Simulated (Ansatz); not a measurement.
How the bulk modulus of CsCl-type RuAl moves with the method

No measured value is used here.

```
level (code)     value (GPa)  cell (Å³/atom)
---------------  -----------  --------------
LDA (Ansatz)             232           12.88
PBE (Ansatz)             203           13.55
r²SCAN (Ansatz)          221           13.26
HSE06 (Ansatz)           226           13.12
PBE0 (Ansatz)            227           13.12
```

HSE06, PBE0: the run has no spin polarisation, so it can have missed a magnetic state. Each level is taken at its own relaxed cell. Cutoffs and k meshes differ between the levels. Ansatz's density-functional and Hartree–Fock values are scalar-relativistic unless marked +SOC, with PAW data made under PBE.

Ansatz is a program for electronic structure.
